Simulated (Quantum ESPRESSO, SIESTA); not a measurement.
A Quantum ESPRESSO input for a self-consistent single point of Br (Cmce, 4 atoms in the cell) (DFT, LDA (PW92), plane waves, PseudoDojo standard norm-conserving (LDA) pseudopotentials):

```fortran
&CONTROL
    calculation = 'scf'
    outdir = './work'
    pseudo_dir = './'
    tprnfor = .true.
    tstress = .true.
/
&SYSTEM
    ibrav = 9
    celldm(1) = 12.8792507681
    celldm(2) = 0.671664167916
    celldm(3) = 1.307346326837
    nat = 4
    ntyp = 1
    ecutwfc = 45
    occupations = 'smearing'
    smearing = 'fermi-dirac'
    degauss = 0.00147
/
&ELECTRONS
    conv_thr = 1.0d-9
    mixing_beta = 0.3
/
ATOMIC_SPECIES
Br    79.9040  Br.upf
ATOMIC_POSITIONS {crystal}
Br    0.8610000000    0.8610000000    0.8890000000
Br    0.6390000000    0.6390000000    0.3890000000
Br    0.3610000000    0.3610000000    0.6110000000
Br    0.1390000000    0.1390000000    0.1110000000
K_POINTS {automatic}
5 5 2  0 0 0
```

Task: Translate this input to SIESTA.

Result: One input that does it (others would too):

```
# files in the folder: Br.psml (PseudoDojo LDA standard)
SystemName  Br
SystemLabel siesta

NumberOfAtoms                4
NumberOfSpecies              1
%block ChemicalSpeciesLabel
  1 35 Br
%endblock ChemicalSpeciesLabel
LatticeConstant              1.0 Ang
%block LatticeVectors
     2.288832000   -3.407703000   -0.000000000
     2.288832000    3.407703000    0.000000000
     0.000000000    0.000000000    8.910096000
%endblock LatticeVectors
AtomicCoordinatesFormat      ScaledCartesian
%block AtomicCoordinatesAndAtomicSpecies
     3.941368704    0.000000000    7.921075344  1
     2.925127296    0.000000000    3.466027344  1
     1.652536704    0.000000000    5.444068656  1
     0.636295296   -0.000000000    0.989020656  1
%endblock AtomicCoordinatesAndAtomicSpecies

XC.functional                LDA
XC.authors                   PW92
PAO.BasisSize                DZP
PAO.EnergyShift              0.005 Ry
MeshCutoff                   350 Ry
%block kgrid.MonkhorstPack
    5   0   0  0.0
    0   5   0  0.0
    0   0   2  0.0
%endblock kgrid.MonkhorstPack
OccupationFunction           FD
ElectronicTemperature        232.09 K

MaxSCFIterations             150
SCF.Mixer.Method             Pulay
SCF.Mixer.Weight             0.25
SCF.Mixer.History            8
SCF.DM.Tolerance             1.0E-05
Diag.ParallelOverK           true
WriteForces                  true
```

Basis settings and potentials, where a program has them, do not carry over. This input uses DFT, LDA PW92, numerical atomic orbitals DZP, PseudoDojo LDA standard norm-conserving potentials (rewritten from UPF to PSML). LDA parametrisations can differ slightly between programs.

The starting cell has typed, rounded lattice constants, without a prior relaxation at this level. Its lattice was rescaled by a random factor within 2.5 % of one.
